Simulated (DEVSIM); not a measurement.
Device: illuminated Si n-on-p cell, one wavelength, with a back-surface field, at 400 K.

Layer 1 from the left is Si, thickness (μm) 0.700, Nd (cm⁻³) 8.9e18, τn (s) 8.2e-6, τp (s) 2.1e-7, absorption coefficient (cm⁻¹) 2200. Layer 2 from the left is Si, thickness (μm) 40.0, Na (cm⁻³) 9.6e16, τn (s) 1.3e-5, τp (s) 1.3e-5, absorption coefficient (cm⁻¹) 2200. Layer 3 from the left is Si, thickness (μm) 0.620, Na (cm⁻³) 1.7e18, τn (s) 1.3e-5, τp (s) 1.3e-5, absorption coefficient (cm⁻¹) 2200.

Left contact: ohmic, minority hole recombination velocity 20 cm/s. Right contact: ohmic, minority electron recombination velocity 5000 cm/s. Voltage is applied to the left contact. Recombination: SRH at mid-gap, radiative, Auger. Gap narrowing is on: ΔEg = 6.92 meV × (l + √(l² + 0.5)), l = ln(N/1.3e17 cm⁻³), shared equally by both band edges. Light enters at the left, 2.7e17 photons cm⁻² s⁻¹, one pass, no reflection. Mobility is constant in doping.

Constants are typed, rounded textbook-type inputs, not results; the design itself was drawn at random and stands for no fabricated device. Values at 300 K; Nc and Nv go as T^1.5, mobilities as T to minus their exponent, the gap by Varshni's rule with the affinity fixed.

Si: gap (eV) 1.124, affinity (eV) 4.05, permittivity 11.7, Nc (cm⁻³) 2.86e19, Nv (cm⁻³) 3.1e19, μn (cm²/Vs) 1417, μp (cm²/Vs) 470, T exponent of μn 2.3, T exponent of μp 2.2, B (cm³/s) 4.7e-15, Cn (cm⁶/s) 2.8e-31, Cp (cm⁶/s) 9.9e-32, Varshni α (eV/K) 0.000473, Varshni β (K) 636.

DEVSIM, 1D drift-diffusion, Boltzmann statistics, complete ionisation; no tunnelling, impact ionisation, image-force lowering or self-heating.

**Question.** What does the simulation give for the fill factor, the short-circuit current, the dark forward voltage at 100 A/cm², the dark forward voltage at 1 A/cm²?

**Answer.** fill factor 0.75; short-circuit current 42.6 mA/cm²; dark forward voltage at 100 A/cm² 0.747 V; dark forward voltage at 1 A/cm² 0.574 V.
